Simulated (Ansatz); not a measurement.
Band edges of zincblende BeSe (F-43m) under uniaxial stress along [111]

Cell and atoms are relaxed with PBEsol to each stress (compression positive); bands and masses by PBEsol with spin-orbit coupling, rigid bands (plane waves, PAW; Ansatz, a program for electronic structure). Strains are changes of length against the unloaded cell.

Space group F-43m (No. 216); a = b = c = 5.1286 Å, α = β = γ = 90.00°

| atom | site | symmetry | x | y | z |
|---|---|---|---|---|---|
| Be | 4a | -43m | 0.0000 | 0.0000 | 0.0000 |
| Se | 4d | -43m | 0.7500 | 0.7500 | 0.7500 |
(The calculation used a cell of 2 atoms; values per cell refer to that cell.)

```json
[
 {"stress (GPa)": "-2.00", "strain [111] (%)": "1.30", "strain [1−10] (%)": "-0.21", "gap (eV)": "2.298", "mean mₑ*": "0.35"},
 {"stress (GPa)": "-1.00", "strain [111] (%)": "0.65", "strain [1−10] (%)": "-0.10", "gap (eV)": "2.311", "mean mₑ*": "0.35"},
 {"stress (GPa)": "0", "strain [111] (%)": "0", "strain [1−10] (%)": "0", "gap (eV)": "2.322", "mean mₑ*": "0.35"},
 {"stress (GPa)": "1.00", "strain [111] (%)": "-0.62", "strain [1−10] (%)": "0.11", "gap (eV)": "2.291", "mean mₑ*": "0.35"},
 {"stress (GPa)": "2.00", "strain [111] (%)": "-1.24", "strain [1−10] (%)": "0.22", "gap (eV)": "2.253", "mean mₑ*": "0.35"}
]
```

[111] is the direction of the load; [11−2] strains as [1−10]. Masses are conductivity masses at 300 K in electron masses, harmonic means over x, y and z.

**Question.** From the two loads next to zero, find the Young modulus and the ratio of transverse to axial strain.

**Answer.** Between -1.00 and 1.00 GPa the strain along [111] changes by -1.27 % and that along [1−10] by 0.21 %. The modulus is 2.00/0.0127 = 157 GPa and the ratio of the strains 0.17 (PBEsol, atoms relaxed).

**Question.** How fast does the gap move on either side of zero load?

**Answer.** Under tension, (2.298 − 2.322) eV over -2.00 GPa = 12 meV/GPa, or about -1.8 eV per unit strain; under compression, (2.253 − 2.322) eV over 2.00 GPa = -34 meV/GPa, or about 5.6 eV per unit strain. The two slopes part by 46 meV/GPa; gaps are resolved to about 0.01 eV, which allows 10 meV/GPa, so they differ, even in sign: the gap has a turning point near zero load.

Masses are those of dilute carriers in rigid bands with one relaxation time, without polarons. Third decimals of gaps are kept for the arithmetic. Every relaxation keeps the zincblende phase (space group R3m under this load), so a transition, a distortion that breaks the symmetry or fracture can't show.
